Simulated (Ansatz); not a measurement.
Start from InAgTe₂ in the chalcopyrite structure (space group I-42d, No. 122; a = 6.4319 Å, c = 12.7658 Å).

Method: PBEsol (Ansatz, a quantum-chemistry and plane-wave program), scalar-relativistic without spin-orbit coupling.

Perturbation: every lattice vector is shortened by 0.75 %; the atoms relax in the strained cell.

Q: What happens to the mean gap deformation potential ΔEg/Δln V?

A: The mean gap deformation potential ΔEg/Δln V amounts to -2.3 eV.

With Te present, leaving out spin-orbit coupling can change the band edges. Whether these cells are dynamically stable was not tested.
